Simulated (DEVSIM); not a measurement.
Structure: W/SiO2/p-Ge capacitor, at 300 K.

```csv
layer (left to right),material,thickness (nm),Na (cm⁻³)
1,SiO2,15.0,-
2,Ge,1400,1.8e17
```

Metal gate on the left, work function 4.6 eV. Fixed charge at the semiconductor interface 0 cm⁻² (in units of +e); no interface traps.

The device is made up for the run: typed textbook-type constants, with dimensions and the other settings drawn at random. Values at 300 K.

```csv
parameter,SiO2,Ge
gap (eV),9,0.664
affinity (eV),0.9,4
permittivity,3.9,16
Nc (cm⁻³),-,1.04e19
Nv (cm⁻³),-,6e18
```

Simulated with DEVSIM: 1D Poisson equation in equilibrium, Boltzmann statistics, complete ionisation; no quantum confinement or tunnelling. Metal contacts follow the ideal Schottky-Mott rule: no Fermi-level pinning, no interface dipoles.

Problem. Tabulate band edges, carrier densities and field at 0.8 V on the gate.

Solution. Energies count from the Fermi level of the right contact; mesh points crowd at the junctions.

```
x (μm)    Ec (eV)  Ev (eV)  n (cm⁻³)  p (cm⁻³)  field (V/cm)
--------  -------  -------  --------  --------  ------------
0.000       2.900   -6.100     < 1e2     < 1e2        370000
0.001207    2.944   -6.056     < 1e2     < 1e2        370000
0.003610    3.033   -5.967     < 1e2     < 1e2        370000
0.007750    3.185   -5.815     < 1e2     < 1e2        370000
0.01261     3.363   -5.637     < 1e2     < 1e2        370000
0.01443     3.430   -5.570     < 1e2     < 1e2        370000
0.01541     0.354   -0.310    1.2e13    3.8e13         89000
0.01819     0.378   -0.286    4.6e12    9.5e13         83000
0.02300     0.416   -0.248    1.1e12    4.1e14         73000
0.03312     0.480   -0.184    9.1e10    4.8e15         53000
0.05444     0.551   -0.113     5.7e9    7.6e16         17000
0.1259      0.573   -0.091     2.4e9    1.8e17            41
0.2498      0.573   -0.091     2.4e9    1.8e17           ≈ 0
0.5278      0.573   -0.091     2.4e9    1.8e17           ≈ 0
1.048       0.573   -0.091     2.4e9    1.8e17           ≈ 0
1.247       0.573   -0.091     2.4e9    1.8e17           ≈ 0
1.336       0.573   -0.091     2.4e9    1.8e17           ≈ 0
1.378       0.573   -0.091     2.4e9    1.8e17           ≈ 0
1.402       0.573   -0.091     2.4e9    1.8e17           ≈ 0
1.410       0.573   -0.091     2.4e9    1.8e17           ≈ 0
1.413       0.573   -0.091     2.4e9    1.8e17           ≈ 0
1.415       0.573   -0.091     2.4e9    1.8e17           ≈ 0
```
